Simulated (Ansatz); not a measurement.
The parent structure is HgS in the zinc blende structure (space group F-43m, No. 216; a = 5.812 Å). Axes: x, y, z lie along the cube axes.

Method: LDA in Ansatz (plane waves to 420 eV, PAW, spin-orbit coupling left out).

Strains are applied to the cell and any free atomic positions relax.

One change was made to it. Results:

| quantity | base | after |
|---|---|---|
| largest internal atomic displacement | – | 0.019 Å |
| energy relative to the base (free energy F) | 0 meV/atom | +1.0 meV/atom |
| band gap | zero | zero |
| shortest interatomic distance | 2.517 Å | 2.514 Å |

Question: Which change produced these results?
(A) tensor shear ε_xy = +2.00 %
(B) tensor shear ε_xy = +1.71 %
(C) tensor shear ε_xy = +1.14 %

Answer: C, tensor shear ε_xy = +1.14 %. For comparison, the energy relative to the base in the other runs: tensor shear ε_xy = +1.71 % gives +2.2 meV/atom; tensor shear ε_xy = +2.00 % gives +3.1 meV/atom.

Spin-orbit coupling, missing from the scalar runs, can matter with Hg. No phonon test of stability was made. All final runs are without spin polarisation. Gaps under 0.05 eV, about the width of the smearing, are given as zero. A zero or small gap of HgS can be the functional's error rather than a property of the material.

Ansatz is a quantum-chemistry and plane-wave program.
